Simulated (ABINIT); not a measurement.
# Worked example: self-consistent single point of CsLuS₂ (P6_3/mmc, 8 atoms in the cell) in ABINIT

Method of the run: LDA (PW92), PAW (JTH v2.0 LDA PAW) (plane waves; ABINIT 10.0.3).

This input was run:

```
# CsLuS2, JTH v2.0 LDA PAW
pp_dirpath "./"
pseudos "Cs.LDA_PW-JTH.xml, Lu.LDA_PW-JTH.xml, S.LDA_PW-JTH.xml"
acell 3.9892098839 3.9892098839 16.0565800000 Angstrom
rprim
         1.0000000000    0.0000000068    0.0000000000
        -0.5000000058    0.8660254004    0.0000000000
         0.0000000000    0.0000000000    1.0000000000
natom 8
ntypat 3
znucl 55 71 16
typat 1 1 2 2 3 3 3 3
xred
         0.3333333333    0.6666666667    0.2500000000
         0.6666666667    0.3333333333    0.7500000000
         0.0000000000    0.0000000000    0.5000000000
         0.0000000000    0.0000000000    0.0000000000
         0.3333333333    0.6666666667    0.9108800000
         0.6666666667    0.3333333333    0.0891200000
         0.6666666667    0.3333333333    0.4108800000
         0.3333333333    0.6666666667    0.5891200000
ecut 24
pawecutdg 48
pawxcdev 0
occopt 1
nband 48
kptopt 1
ngkpt 5 5 1
nshiftk 1
shiftk 0 0 0
nstep 100
tolvrs 1.0e-12
diemac 9
prtwf 0
prtden 0
```

Output (repeated stretches shortened):

```
 Symmetries : space group P6_3/m m c (#194); Bravais hP (primitive hexag.)

 -outvars: echo values of preprocessed input variables --------
            acell      7.5385141672E+00  7.5385141672E+00  3.0342538831E+01 Bohr
           diemac      9.00000000E+00
             ecut      2.40000000E+01 Hartree
              ixc       -1012
         kptrlatt        5    0    0      0    5    0      0    0    1
          kptrlen      3.03425388E+01
            natom           8
            nband          48
            ngfft          36      36     135
          ngfftdg          48      48     192
             nkpt           5
            nstep         100
             nsym          24
           ntypat           3
        pawecutdg      4.80000000E+01 Hartree
         pawxcdev           0
            rprim      1.0000000000E+00  6.8000000000E-09  0.0000000000E+00
                      -5.0000000580E-01  8.6602540040E-01  0.0000000000E+00
                       0.0000000000E+00  0.0000000000E+00  1.0000000000E+00
          spgroup         194
           tolvrs      1.00000000E-12
            typat      1  1  2  2  3  3  3  3
           useylm           1
             xred      3.3333333333E-01  6.6666666667E-01  2.5000000000E-01
                       6.6666666667E-01  3.3333333333E-01  7.5000000000E-01
                      -1.8503717077E-17  0.0000000000E+00  5.0000000000E-01
                      -1.8503717077E-17  0.0000000000E+00  8.3266726847E-17
                       3.3333333333E-01  6.6666666667E-01  9.1088000000E-01
                       6.6666666667E-01  3.3333333333E-01  8.9120000000E-02
                       6.6666666667E-01  3.3333333333E-01  4.1088000000E-01
                       3.3333333333E-01  6.6666666667E-01  5.8912000000E-01
            znucl       55.00000   71.00000   16.00000

== DATASET  1 ==================================================================

 Real(R)+Recip(G) space primitive vectors, cartesian coordinates (Bohr,Bohr^-1):
 R(1)=  7.5385142  0.0000001  0.0000000  G(1)=  0.1326521  0.0765867  0.0000000
 R(2)= -3.7692571  6.5285448  0.0000000  G(2)= -0.0000000  0.1531735  0.0000000
 R(3)=  0.0000000  0.0000000 30.3425388  G(3)=  0.0000000  0.0000000  0.0329570
 Unit cell volume ucvol=  1.4933240E+03 bohr^3
 Angles (23,13,12)=  9.00000000E+01  9.00000000E+01  1.20000000E+02 degrees

 Coarse grid specifications (used for wave-functions):

 getcut: wavevector=  0.0000  0.0000  0.0000  ngfft=  36  36 135
         ecut(hartree)=     24.000   => boxcut(ratio)=   2.00254

 Fine grid specifications (used for densities):

 getcut: wavevector=  0.0000  0.0000  0.0000  ngfft=  48  48 192
         ecut(hartree)=     48.000   => boxcut(ratio)=   2.02891

   2.44955786E+04                                ecore*ucvol(ha*bohr**3)

_setup2: Arith. and geom. avg. npw (full set) are    8390.920    8390.911

--- !BeginCycle
solver: {iscf: 17, nstep: 100, nline: 4, wfoptalg: 10, }
tolerances: {tolvrs: 1.00E-12, }
...

     iter   Etot(hartree)      deltaE(h)  residm     nres2
 ETOT  1  -621.70841344724    -6.217E+02 4.230E+00 1.963E+02
 ETOT  2  -640.28646297041    -1.858E+01 1.153E+00 2.104E+02
 ETOT  3  -639.70897005088     5.775E-01 2.544E-01 6.028E+01
 ETOT  4  -639.49467361291     2.143E-01 5.215E-01 3.745E+01
 ETOT  5  -639.44597571440     4.870E-02 3.864E-02 8.576E+00
 ETOT  6  -639.46054163111    -1.457E-02 8.023E-03 4.960E+00
   [... 18 lines left out ...]
 ETOT 25  -639.43616641889     6.025E-12 3.802E-04 1.808E-10
 ETOT 26  -639.43616641888     1.114E-11 2.179E-03 2.332E-11
 ETOT 27  -639.43616641890    -1.387E-11 5.619E-04 1.597E-11
 ETOT 28  -639.43616641888     2.080E-11 3.351E-03 5.859E-12
 ETOT 29  -639.43616641891    -3.479E-11 6.315E-04 9.004E-13

 At SCF step   29       nres2   =  9.00E-13 < tolvrs=  1.00E-12 =>converged.

 Cartesian components of stress tensor (hartree/bohr^3)
  sigma(1 1)=  1.02743137E-04  sigma(3 2)=  0.00000000E+00
  sigma(2 2)=  1.02743136E-04  sigma(3 1)=  0.00000000E+00
  sigma(3 3)=  1.23349625E-04  sigma(2 1)= -1.13906219E-12

 ----iterations are completed or convergence reached----

 reduced coordinates (array xred) for    8 atoms
       0.333333333333      0.666666666667      0.250000000000
       0.666666666667      0.333333333333      0.750000000000
      -0.000000000000      0.000000000000      0.500000000000
      -0.000000000000      0.000000000000      0.000000000000
       0.333333333333      0.666666666667      0.910880000000
       0.666666666667      0.333333333333      0.089120000000
       0.666666666667      0.333333333333      0.410880000000
       0.333333333333      0.666666666667      0.589120000000
 cartesian forces (eV/Angstrom) at end:
    1      0.00000000000000     0.00000000000000     0.00000000000000
    2      0.00000000000000     0.00000000000000     0.00000000000000
    3      0.00000000000000     0.00000000000000     0.00000000000000
    4      0.00000000000000     0.00000000000000     0.00000000000000
    5     -0.00000000000000    -0.00000000000000     0.00525819541649
    6      0.00000000000000     0.00000000000000    -0.00525819541649
    7     -0.00000000000000    -0.00000000000000     0.00525819541649
    8      0.00000000000000    -0.00000000000000    -0.00525819541649
 frms,max,avg= 2.1466493E-03 5.2581954E-03   0.000E+00  0.000E+00  0.000E+00 e/A
 length scales=  7.538514167172  7.538514167172 30.342538830769 bohr
              =  3.989209883900  3.989209883900 16.056580000000 angstroms
 Fermi (or HOMO) energy (hartree) =   0.12099   Average Vxc (hartree)=  -0.35667
 Eigenvalues (hartree) for nkpt=   5  k points:
 kpt#   1, nband= 48, wtk=  0.04000, kpt=  0.0000  0.0000  0.0000 (reduced coord)
  -1.90223   -1.90223   -0.82623   -0.82622   -0.82250   -0.82250   -0.82250   -0.82250
  -0.66615   -0.66614   -0.31411   -0.30867   -0.28321   -0.27395   -0.17256   -0.16499
  -0.15361   -0.15361   -0.15360   -0.15360   -0.01822   -0.01822   -0.01821   -0.01821
  -0.01816   -0.01716   -0.01686   -0.01682   -0.01618   -0.01618   -0.01618   -0.01618
  -0.01505   -0.01505    0.00316    0.02432    0.05629    0.05629    0.05656    0.05656
   0.08639    0.11848    0.12092    0.12092    0.12099    0.12099    0.21101    0.23518
 prteigrs : prtvol=0 or 1, do not print more k-points.

--- !EnergyTerms
comment             : Components of total free energy in Hartree
kinetic             :  5.67653488955473E+01
hartree             :  2.40653163408712E+02
xc                  : -5.03044715135453E+01
Ewald energy        : -2.79737873929744E+02
psp_core            :  1.64033912082865E+01
local_psp           : -5.58684783714032E+02
spherical_terms     : -6.45309404924417E+01
total_energy        : -6.39436166137218E+02
total_energy_eV     : -1.73999429707266E+04
...

-Cartesian components of stress tensor (GPa)         [Pressure= -3.2249E+00 GPa]
- sigma(1 1)=  3.02280693E+00  sigma(3 2)=  0.00000000E+00
- sigma(2 2)=  3.02280692E+00  sigma(3 1)=  0.00000000E+00
- sigma(3 3)=  3.62907065E+00  sigma(2 1)= -3.35123610E-08

 Calculation completed.
```

The run converged in 29 iterations.

The starting cell comes from a database of computed structures (which also holds hypothetical and non-ambient phases and stackings), without a prior relaxation at this level. With a pressure of about -3 GPa the cell is away from its equilibrium volume at this level.

Cost on one core of a shared machine: roughly 7 min.
